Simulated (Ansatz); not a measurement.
Defect: interstitial Na in wurtzite AlN, charge state +1. These are PBE, PAW (plane waves to 420 eV; Ansatz, an electronic-structure program) values and carry that method's errors.

Settings: 72 host sites, the relaxed PBE lattice, the Γ point alone, smearing 0.01 eV, spin-restricted, no image-charge correction. Static, classical nuclei. The charge state is imposed; whether it is stable for some Fermi level was not computed. Sites that were not tried may lie lower. The start lies 0.14 eV above the lowest site run (PBE). The order of the sites in energy changes with the mesh.

Barriers: single points on a 2×2×2 k-point mesh shifted by half a step along c at the bands' geometries.

Relaxed starting cell (atoms counted from 1):

```yaml
crystal:
  lattice:
    - [9.39076, 0.00000, 0.00000]
    - [-4.69538, 8.13264, 0.00000]
    - [0.00000, 0.00000, 10.03632]
  atoms:
    - { symbol: Al, position: [0.22447, 0.11549, 0.25582] }
    - { symbol: Al, position: [0.22955, 0.12564, 0.73132] }
    - { symbol: Al, position: [0.22279, 0.44496, 0.24742] }
    - { symbol: Al, position: [0.22361, 0.44401, 0.74755] }
    - { symbol: Al, position: [0.23461, 0.77824, 0.26817] }
    - { symbol: Al, position: [0.22842, 0.77315, 0.73449] }
    - { symbol: Al, position: [0.55610, 0.11224, 0.24790] }
    - { symbol: Al, position: [0.55772, 0.11296, 0.74993] }
    - { symbol: Al, position: [0.55563, 0.44495, 0.24743] }
    - { symbol: Al, position: [0.55386, 0.44401, 0.74755] }
    - { symbol: Al, position: [0.55603, 0.77863, 0.24763] }
    - { symbol: Al, position: [0.55583, 0.77819, 0.75154] }
    - { symbol: Al, position: [0.88959, 0.11224, 0.24789] }
    - { symbol: Al, position: [0.88869, 0.11295, 0.74992] }
    - { symbol: Al, position: [0.88850, 0.44355, 0.24940] }
    - { symbol: Al, position: [0.88828, 0.44311, 0.74981] }
    - { symbol: Al, position: [0.87707, 0.77824, 0.26818] }
    - { symbol: Al, position: [0.87818, 0.77313, 0.73448] }
    - { symbol: Al, position: [0.11012, 0.22638, 0.49791] }
    - { symbol: Al, position: [0.11149, 0.21931, 0.99807] }
    - { symbol: Al, position: [0.11006, 0.55118, 0.50148] }
    - { symbol: Al, position: [0.11661, 0.54875, 0.99073] }
    - { symbol: Al, position: [0.11241, 0.89138, 0.46254] }
    - { symbol: Al, position: [0.11596, 0.89848, 0.90167] }
    - { symbol: Al, position: [0.44971, 0.22638, 0.49792] }
    - { symbol: Al, position: [0.44128, 0.21932, 0.99807] }
    - { symbol: Al, position: [0.44522, 0.55697, 0.49689] }
    - { symbol: Al, position: [0.44452, 0.55559, 0.99942] }
    - { symbol: Al, position: [0.45198, 0.89269, 0.50232] }
    - { symbol: Al, position: [0.44223, 0.88839, 0.99829] }
    - { symbol: Al, position: [0.77836, 0.22326, 0.49857] }
    - { symbol: Al, position: [0.77764, 0.22184, 0.99943] }
    - { symbol: Al, position: [0.77456, 0.55118, 0.50149] }
    - { symbol: Al, position: [0.76557, 0.54875, 0.99075] }
    - { symbol: Al, position: [0.77415, 0.89269, 0.50232] }
    - { symbol: Al, position: [0.77961, 0.88839, 0.99829] }
    - { symbol: N, position: [0.22804, 0.12263, 0.44972] }
    - { symbol: N, position: [0.22648, 0.11950, 0.92850] }
    - { symbol: N, position: [0.22295, 0.44633, 0.43791] }
    - { symbol: N, position: [0.22480, 0.44082, 0.93824] }
    - { symbol: N, position: [0.22882, 0.77467, 0.45662] }
    - { symbol: N, position: [0.22246, 0.77504, 0.93061] }
    - { symbol: N, position: [0.55675, 0.11221, 0.43878] }
    - { symbol: N, position: [0.55526, 0.11118, 0.94098] }
    - { symbol: N, position: [0.55682, 0.44632, 0.43791] }
    - { symbol: N, position: [0.54946, 0.44081, 0.93824] }
    - { symbol: N, position: [0.55616, 0.77889, 0.43849] }
    - { symbol: N, position: [0.55548, 0.77750, 0.94236] }
    - { symbol: N, position: [0.88891, 0.11221, 0.43877] }
    - { symbol: N, position: [0.88936, 0.11117, 0.94098] }
    - { symbol: N, position: [0.88971, 0.44598, 0.43960] }
    - { symbol: N, position: [0.88986, 0.44630, 0.94184] }
    - { symbol: N, position: [0.87928, 0.77466, 0.45662] }
    - { symbol: N, position: [0.88601, 0.77502, 0.93060] }
    - { symbol: N, position: [0.11221, 0.22190, 0.18913] }
    - { symbol: N, position: [0.10829, 0.22567, 0.68699] }
    - { symbol: N, position: [0.11424, 0.56054, 0.18792] }
    - { symbol: N, position: [0.10900, 0.55048, 0.69066] }
    - { symbol: N, position: [0.11014, 0.88682, 0.25728] }
    - { symbol: N, position: [0.11239, 0.89133, 0.70869] }
    - { symbol: N, position: [0.44314, 0.22189, 0.18913] }
    - { symbol: N, position: [0.45085, 0.22568, 0.68699] }
    - { symbol: N, position: [0.44482, 0.55618, 0.18964] }
    - { symbol: N, position: [0.44518, 0.55689, 0.68890] }
    - { symbol: N, position: [0.44438, 0.88957, 0.19035] }
    - { symbol: N, position: [0.45093, 0.89241, 0.69079] }
    - { symbol: N, position: [0.77841, 0.22338, 0.18982] }
    - { symbol: N, position: [0.77829, 0.22313, 0.69025] }
    - { symbol: N, position: [0.77975, 0.56054, 0.18792] }
    - { symbol: N, position: [0.77494, 0.55048, 0.69065] }
    - { symbol: N, position: [0.77863, 0.88957, 0.19035] }
    - { symbol: N, position: [0.77495, 0.89241, 0.69078] }
    - { symbol: Na, position: [0.03006, 0.72674, 0.09107] }
```
Cell charge +1.

End state 1 differs by these moves (Å; atoms that move under 0.08 Å are left out):

```csv
atom,element,Δx,Δy,Δz
1,Al,-0.05,0.07,0.12
5,Al,-0.05,-0.09,0.00
17,Al,0.09,-0.01,-0.12
22,Al,-0.08,0.08,0.08
24,Al,-0.06,-0.11,0.00
26,Al,0.03,0.13,-0.07
30,Al,0.11,-0.03,-0.08
34,Al,0.10,0.09,0.07
46,N,0.05,0.09,0.00
73,Na,1.15,1.99,0.00
```

Predict the forward and backward barriers to end state 1 from PBE, PAW.

forward 0.71 eV, backward 0.71 eV; at the saddle point atom 73 has neighbours Al at 2.12, Al at 2.53; N at 1.98, N at 2.26, 2 N at 2.53 Å. The saddle point's order was not checked, and it lies on a symmetry element of the cell, where a band can be held.
